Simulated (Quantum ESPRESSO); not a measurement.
Quantum ESPRESSO 7.5, DFT, PBE, plane waves, PseudoDojo 0.5 standard norm-conserving PBE (local tails restored to the Coulomb form): bcc W, atoms displaced, 2 atoms. Basis and mesh were picked for this test and aren't claimed converged.

```yaml
cell: 3.17, 3.17, 3.17 Å; 90, 90, 90°
distance_to_the_nearest_atom: 2.69 to 2.69 Å
task: scf
k mesh: 8×8×8
ecutwfc: 74 Ry
ecutrho: 296 Ry
occupations: smearing
smearing: mv
degauss: 0.02 Ry
conv_thr: 2e-09 Ry
tprnfor: true
tstress: false
k-point pools (-nk): 96
diagonalization: david (default)
mixing_mode: plain (default)
mixing_beta: 0.7 (default)
mixing_ndim: 8 (default)
k-points computed: 260
bands: 18
electrons: 28
G-vectors of the density: 18349
FFT grid: 36×36×36
```

Machine: one whole node, Intel Xeon 6 (Granite Rapids), 96 cores on 1 socket, 2 hardware threads a core, 3 L3 cache groups, 3 NUMA nodes.

Each time is the median wall time of two to five repeats, run one at a time on the otherwise empty machine; start-up is included. Unless noted, each process is bound to its own block of adjacent cores. The times hold for this build (conda-forge: Open MPI 5.0, OpenMP, OpenBLAS 0.3.34 (pthreads), FFTW, ScaLAPACK, ELPA). Scratch files lie in a memory file system.

Started as
```bash
OMP_NUM_THREADS=1 mpirun -np 96 pw.x -nk 96 -in pw.in
```
(96 ranks, -nk 96) it takes 2.9 s and 10 SCF iterations.

Q: How long does it take after this change: -nk 3?

A: About 6.9 s (2 runs within 2 %): 2.4× as long. The largest move is in FFTs of H·ψ (vloc_psi): 0.66 s to 3.3 s. SCF iterations go from 10 to 8. Launch, exit and the like take 0.80 s of the 2.9 s. Change in the result: energy equal as printed, forces (largest component) 0.051 meV/Å.
